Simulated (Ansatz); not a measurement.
Terminations of the (100) surface of rock-salt TiC, measured from the surface 'clean 1x1'. Atoms come from or go to: Ag: fcc Ag, C: graphite, Co: hcp Co, ferromagnetic, Cr: bcc Cr, antiferromagnetic, Mo: bcc Mo, Ni: fcc Ni, ferromagnetic, O: ½ O2(g), Pt: fcc Pt, Ru: hcp Ru, Sc: hcp Sc, Ti: hcp Ti, Y: hcp Y. ΔE is the energy of forming the row's surface from that one (negative: more stable at these reservoirs); the vacuum level's shift is aligned on the shared bottom. No zero-point or thermal terms. These are constructed structures in small cells; real faces may alloy, dewet or reconstruct in larger ones, and not all known structures of the face are among them. Slabs of about 13 Å, Fermi-Dirac smearing of 0.1 eV. Bottom of the slabs: a bare face, its two planes held. Relaxed from the named starts with such symmetry as they have, on meshes of like density; energies extrapolated to zero smearing; spin only where a row says so; no spin-orbit coupling, no U. Brackets mark spin-polarised runs, whose order is one that fits the cell. A dash marks a value that is undefined for that row (no clear gap, or no work function of a gapped slab) or was not read reliably on its mesh.

Method: PBE (plane waves to 420 eV, PAW; Ansatz, an electronic-structure program).

```tsv
surface	atoms added per 1x1	ΔE per 1x1 (eV)	shift of the vacuum level (eV)	work function (eV)
Mo on half the Ti sites of the top plane, c(2x2)	+0.5 Mo, -0.5 Ti	___	-0.50	3.99
a layer of Ru, one atom over each C	+1 Ru	1.15	-0.81	3.74
a layer of Pt, one atom over each Ti	+1 Pt	1.70	0.91	5.33
a layer of Co, one atom over each Ti [spin, 2.1 μB a cell]	+1 Co	___	0.16	4.67
Sc on half the Ti sites of the top plane, c(2x2)	+0.5 Sc, -0.5 Ti	0.61	-0.26	4.23
Y on half the Ti sites of the top plane, c(2x2)	-0.5 Ti, +0.5 Y	1.13	-1.58	2.90
a layer of Ni, one atom over each C [spin start, no net moment]	+1 Ni	___	-0.79	3.70
top plane replaced by RuO	-1 C, +1 O, +1 Ru, -1 Ti	0.67	-0.68	3.79
a layer of Ag, one atom over each C	+1 Ag	___	0.27	4.79
half the C sites of the top plane empty, c(2x2)	-0.5 C	0.81	-0.61	3.92
a layer of Ti, one atom over each Ti	+1 Ti	2.27	-0.31	4.24
Cr on all Ti sites of the top plane [spin, 1.2 μB a cell]	+1 Cr, -1 Ti	2.15	0.04	4.55
```

**Question.** Some entries are withheld; supply them.

**Answer.** 
- Mo on half the Ti sites of the top plane, c(2x2), ΔE per 1x1 (eV): 0.41
- a layer of Co, one atom over each Ti [spin, 2.1 μB a cell], ΔE per 1x1 (eV): 2.98
- a layer of Ni, one atom over each C [spin start, no net moment], ΔE per 1x1 (eV): 0.75
- a layer of Ag, one atom over each C, ΔE per 1x1 (eV): 0.42
